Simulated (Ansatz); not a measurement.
Amorphous Zr$_{20}$O$_{41}$Mg, 62 atoms at 5.24 g/cm³, one PBE-relaxed geometry, zone centre. Methods: PBE, scalar-relativistic without spin-orbit coupling (Ansatz, a program for electronic structure); r2SCAN, scalar-relativistic without spin-orbit coupling (Ansatz); HSE06, scalar-relativistic without spin-orbit coupling (Ansatz). Plane waves to 420 eV (r2SCAN 500 eV); exact exchange is cut at the cell's faces. At PBE the levels at the filled edge of the gap are localised (band-tail or defect states), and the nearest spread-out levels lie 3.9 eV apart at the zone centre. All rungs ran without spin polarisation.

The cell was made by melting and quenching with the CHGNet potential and then relaxed with DFT. O atoms were pushed apart under 1.9 Å during the dynamics, to hinder bonds among them. The hot cell started wider than the set density and was brought back towards it in steps. It is the lowest in DFT energy of 2 quenches. It is a model cell: composition and starting density were chosen by hand, and all elements were melted together. No dispersion term was used. Its density started from a set value of 5.24 and ended at 5.24 g/cm³. The quench (nominally 300 K/ps over its main leg) was far faster than any real one, so the model tends to hold more defects than a real film. One small periodic cell is one sample of the glass; other quenches scatter about these values. The volume was held where the preparation left it and the shape relaxed, at a PBE pressure of -2.4 GPa (tension). Stress components on the final sampling reach 2.9 GPa. Cycles of charging lowered its energy after that relaxation.

The relaxation ran on the zone centre alone. At PBE the level gap is 3.46 eV on a 2×2×2 Γ-centred mesh, and the spacing at the zone centre alone 3.54 eV.

Question: What zone-centre spacing does r2SCAN give, roughly?

Answer: 4.01 eV (+0.47 eV against PBE).

Question: What zone-centre spacing does HSE06 give, roughly?

Answer: 5.12 eV (+1.58 eV against PBE).

The highest filled and the lowest empty state spread over these numbers of atoms (participation numbers): PBE: 5.2 and 23.1; r2SCAN: 5.1 and 23.1; HSE06: 5.5 and 23.9.
